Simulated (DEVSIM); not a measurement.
Structure: abrupt Si n-p junction, at 250 K.

```
layer (left to right)  material  thickness (μm)  Nd (cm⁻³)  Na (cm⁻³)  τn (s)  τp (s)
---------------------  --------  --------------  ---------  ---------  ------  ------
1                            Si            15.0     8.9e17          -  1.4e-5  1.4e-5
2                            Si           0.960          -     7.6e15  1.4e-5  1.4e-5
```

Left contact: ohmic. Right contact: ohmic. Voltage is applied to the left contact. Recombination: SRH at mid-gap, radiative. Mobility is constant in doping.

This is a model device: material constants are rounded textbook-type values typed into the input, and sizes, dopings and lifetimes were drawn at random. Values at 300 K; Nc and Nv go as T^1.5, mobilities as T to minus their exponent, the gap by Varshni's rule with the affinity fixed.

```csv
parameter,Si
gap (eV),1.124
affinity (eV),4.05
permittivity,11.7
Nc (cm⁻³),2.86e19
Nv (cm⁻³),3.1e19
μn (cm²/Vs),1417
μp (cm²/Vs),470
T exponent of μn,2.3
T exponent of μp,2.2
B (cm³/s),4.7e-15
Varshni α (eV/K),0.000473
Varshni β (K),636
```

DEVSIM, 1D drift-diffusion, Boltzmann statistics, complete ionisation; no tunnelling, impact ionisation, image-force lowering or self-heating.

The doping Na of layer 2 was swept, all else fixed.

```tsv
doping Na of layer 2 (cm^-3)	potential step across the device at zero bias (V)	dark forward voltage at 100 A/cm² (V)	largest field in the device at zero bias (V/cm)	dark forward voltage at 1 A/cm² (V)
2.3e14	0.819	0.692	47000	0.551
7.6e14	0.844	0.710	48000	0.590
2.3e15	0.868	0.730	51000	0.620
7.6e15	0.894	0.753	60000	0.650
2.3e16	0.918	0.777	83000	0.675
7.6e16	0.944	0.803	140000	0.702
2.3e17	0.968	0.827	230000	0.727
```

From the first row to the last the potential step across the device at zero bias goes from 0.819 to 0.968. From the first row to the last the dark forward voltage at 100 A/cm² goes from 0.692 to 0.827.
